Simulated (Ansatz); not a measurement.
**Defect calculation: B vacancy + P on the B site in zinc-blende BP**

Level of theory: PBE, PAW (plane waves to 420 eV; Ansatz, an electronic-structure program). Cell: 64 sites, 2×2×2; final energies on a 2×2×2 shifted mesh. Sites at the start: the B site; B 3.22 Å away. Energies of charged states are corrected for periodic images (point charge plus alignment at distant sites). Dielectric constants: PBE linear response of the host. Host gap at this level: 1.25 eV. These values are not converged in cell size to better than tenths of an eV. PBE underestimates the host's gap, which shifts levels and can delocalise carriers. Spin–orbit coupling is left out. Each state is the lowest found from its start.

Formation energies E_f are given with the Fermi level at the valence-band maximum. Chemical conditions: B-rich (Δμ(B) = -0.24 eV, Δμ(P) = -0.61 eV, bounded by B12P2 (R-3m), B6P (R-3m); only phases computed here count, gases as isolated molecules at 0 K); P-rich (Δμ(B) = -0.86 eV, Δμ(P) = 0.00 eV; only phases computed here count, gases as isolated molecules at 0 K). Reference phases: B: alpha boron, P: black phosphorus.

```tsv
charge	moment (μB)	largest move off a lattice site (Å)	image correction with alignment (eV)	E_f, B-rich (eV)	E_f, P-rich (eV)	above the lowest spin state (eV)
+1	not spin-polarised	0.34	0.17	5.37	3.52	0.00
+1†	fractional	0.69	0.18	–	–	0.04
0	1.0	0.37	0.00	5.64	3.80	0.00
−1	0.0	0.55	0.18	6.39	4.55	0.00
−1	not spin-polarised	0.55	0.18	6.39	4.55	0.00
```

† A higher spin state that isn't settled.

Starting moments that weren't kept: charge +1 began with 2 μB and ended with 0.5; charge −1 began with 2 μB and ended with 0.0.

Transition levels above the valence-band maximum: ε(+1/0) = 0.28 eV; ε(0/−1) = 0.75 eV. On the lower envelope of the bound states, inside the gap: (+1/0) at 0.28 eV; (0/−1) at 0.75 eV.

Flagged in the runs: a strain field that reaches the edge of the cell.

All states together cost around 70 core-minutes (rough).
